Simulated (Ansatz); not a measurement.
The parent structure is ScCl3 (space group R-3, No. 148; layered, stacked along the Cartesian z axis).

```
CELL_PARAMETERS angstrom
      3.17371     1.83234     5.86016
     -3.17371     1.83234     5.86016
      0.00000    -3.66468     5.86016
ATOMIC_POSITIONS crystal
  Sc 0.33342 0.33342 0.33342
  Sc 0.66658 0.66658 0.66658
  Cl 0.72454 0.43653 0.07988
  Cl 0.27546 0.56347 0.92012
  Cl 0.07988 0.72454 0.43653
  Cl 0.92012 0.27546 0.56347
  Cl 0.43653 0.07988 0.72454
  Cl 0.56347 0.92012 0.27546
```

Level of theory: plane-wave PAW DFT at the r2SCAN+rVV10 level (Ansatz, a first-principles code, 500 eV), spin-orbit coupling left out.

For the base:

The shortest interatomic distance is 2.486 Å and the band gap comes out as 4.09 eV. The c/a ratio is 2.770 and the gap character comes out as indirect, Γ → L.

The change: a hydrostatic pressure of 9 GPa.

**Question.** What happens to the shortest interatomic distance, hole mass, band gap, c/a ratio and gap character?

**Answer.** The shortest interatomic distance falls by 0.060 Å (2.486 Å → 2.426 Å); the hole mass comes out as 0.34 mₑ along c, 1.8 mₑ across (at Γ); the band gap shrinks by 0.71 eV, from 4.09 eV to 3.38 eV; the c/a ratio shrinks by 0.094 to 2.676; the gap character changes from indirect, Γ → L to indirect, Γ → F.

Load acts through the strain it causes; cell and atoms are relaxed under it. Effective masses come from finite differences of ±0.01 Å⁻¹. Stability against distortions was not tested. No other phases were tried under pressure. The final runs are not spin-polarised.
